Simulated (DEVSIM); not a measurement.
Structure: illuminated Si n-on-p cell, one wavelength, at 300 K.

Layer 1 from the left is Si, thickness (μm) 0.490, Nd (cm⁻³) 1.2e19, τn (s) 1.1e-8, τp (s) 1.1e-7, absorption coefficient (cm⁻¹) 260. Layer 2 from the left is Si, thickness (μm) 25.0, Na (cm⁻³) 5.7e15, τn (s) 2.7e-7, τp (s) 2.7e-7, absorption coefficient (cm⁻¹) 260.

Left contact: ohmic, minority hole recombination velocity 200 cm/s. Right contact: ohmic, minority electron recombination velocity 20 cm/s. Voltage is applied to the left contact. Recombination: SRH at mid-gap, radiative, Auger. Light enters at the left, 7.2e16 photons cm⁻² s⁻¹, one pass, no reflection. Mobility is μmin + (μ − μmin)/(1 + (N/Nref)^α).

Constants are typed, rounded textbook-type inputs, not results; the design itself was drawn at random and stands for no fabricated device. Values at 300 K.

Si: gap (eV) 1.124, affinity (eV) 4.05, permittivity 11.7, Nc (cm⁻³) 2.86e19, Nv (cm⁻³) 3.1e19, μn (cm²/Vs) 1417, μp (cm²/Vs) 470, μn,min 52, μp,min 45, Nref,n 9.7e16, Nref,p 2.2e17, αn 0.68, αp 0.72, B (cm³/s) 4.7e-15, Cn (cm⁶/s) 2.8e-31, Cp (cm⁶/s) 9.9e-32.

Simulated with DEVSIM: 1D drift-diffusion, Boltzmann statistics, complete ionisation; no tunnelling, impact ionisation, image-force lowering or self-heating.

Problem. What does the simulation give for the short-circuit current, the open-circuit voltage, the share of generated pairs collected at short circuit?

Solution. short-circuit current 4.69 mA/cm²; open-circuit voltage 0.491 V; share of generated pairs collected at short circuit 0.840.
